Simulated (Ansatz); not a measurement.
## BiCl3 (Pnma, No. 62; cell taken from a computed entry)

Calculation: r²SCAN in Ansatz (PAW).

Run with plane-wave cutoff 500 eV, 6×6×6 k mesh, Fermi–Dirac smearing 0.05 eV, scalar-relativistic PAW data made under PBE.

Cell (relaxed at this level):

```cif
data_Bi4Cl12
_chemical_formula_sum 'Bi4 Cl12'
_space_group_name_H-M_alt 'P 1'
_space_group_IT_number 1
_cell_length_a 7.74659
_cell_length_b 8.92926
_cell_length_c 6.42068
_cell_angle_alpha 90.000
_cell_angle_beta 90.000
_cell_angle_gamma 90.000
loop_
_space_group_symop_operation_xyz
  'x, y, z'
loop_
_atom_site_label
_atom_site_type_symbol
_atom_site_fract_x
_atom_site_fract_y
_atom_site_fract_z
_atom_site_occupancy
Bi1 Bi 0.55707 0.75000 0.50980 1
Bi2 Bi 0.44293 0.25000 0.49020 1
Bi3 Bi 0.94293 0.25000 0.00980 1
Bi4 Bi 0.05707 0.75000 0.99020 1
Cl1 Cl 0.32733 0.93773 0.64052 1
Cl2 Cl 0.67267 0.06227 0.35948 1
Cl3 Cl 0.17267 0.06227 0.14052 1
Cl4 Cl 0.82733 0.93773 0.85948 1
Cl5 Cl 0.82733 0.56227 0.85948 1
Cl6 Cl 0.17267 0.43773 0.14052 1
Cl7 Cl 0.67267 0.43773 0.35948 1
Cl8 Cl 0.32733 0.56227 0.64052 1
Cl9 Cl 0.05440 0.25000 0.64460 1
Cl10 Cl 0.94560 0.75000 0.35540 1
Cl11 Cl 0.44560 0.75000 0.14460 1
Cl12 Cl 0.55440 0.25000 0.85540 1
```

```json
{
 "band_gap": "3.87 eV (on the SCF k mesh)"
}
```

Note: the relaxation could not lower the start's symmetry, so the cell can be a saddle point above a distorted one.

Spin–orbit coupling is not included; with these elements it can move the gap by several tenths of an eV or more.

Static lattice: no zero-point or thermal effects.

Ansatz is a program for electronic structure.
